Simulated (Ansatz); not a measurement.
The starting structures come from a database of crystals and need not be the phases stable at ambient conditions.

Here is the system:

```xyz
7
Lattice="5.6832 0.0000 0.0000 2.8416 8.7657 0.0000 2.8416 0.9212 4.8348" Properties=species:S:1:pos:R:3 pbc="T T T"
K      5.6832     1.7023     3.0159
K      5.6832     7.9845     1.8190
K      2.8416     3.4733     1.0084
K      8.5248     6.2136     3.8265
Be     0.0000     0.0000     0.0000
As     8.5248     2.9572     4.4469
As     2.8416     6.7297     0.3879
```

Space group of this cell: R-3m. The cell is taken as given.

Transport runs along the normal of the first two printed cell vectors, the (101) plane of the conventional cell.

The gap is the functional's own. No spin-orbit coupling. Mid-gap values are interpolated on the energy grid.

Question: Estimate the band gap and the smallest decay constant κ at mid-gap that r2SCAN in Ansatz (an electronic-structure program) returns for this system.

Answer: Gap 1.31 eV on a 6×6×6 mesh; κ = 0.191 1/Å, at the zone centre.
